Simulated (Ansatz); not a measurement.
## Response to strain in BeTe

Consider BeTe in the zinc blende structure (space group F-43m, No. 216).

```
BeTe
1.0
    0.00000     2.82847     2.82847
    2.82847     0.00000     2.82847
    2.82847     2.82847     0.00000
Te Be
1 1
Direct
  0.75000   0.75000   0.75000
  0.00000   0.00000   0.00000
```

Cartesian axes are those of the cell as printed.

Strains are applied to the cell and any free atomic positions relax; under stress the whole cell relaxes.

Calculations: DFT with r2SCAN, PAW potentials and a 500 eV plane-wave cutoff in Ansatz (a program for electronic structure), without spin-orbit coupling.

Candidates:
(a) tensor shear ε_xy = −3.68 %
(b) uniaxial strain ε_zz = +2.98 %
(c) tensor shear ε_xz = −3.42 %
(d) uniaxial stress, 3 GPa tension along x
(e) isotropic strain −5.73 %

Base values:

| Property | Result |
|---|---|
| Band gap | 2.38 eV |

### Question
Order them by band gap, lowest first.

### Answer
(a) tensor shear ε_xy = −3.68 % (1.78 eV), (c) tensor shear ε_xz = −3.42 % (1.83 eV), (e) isotropic strain −5.73 % (1.88 eV), (d) uniaxial stress, 3 GPa tension along x (2.23 eV), (b) uniaxial strain ε_zz = +2.98 % (2.32 eV)

Spin-orbit coupling, missing from the scalar runs, can matter with Te. Beyond what the load breaks, stability against distortions was not tested.
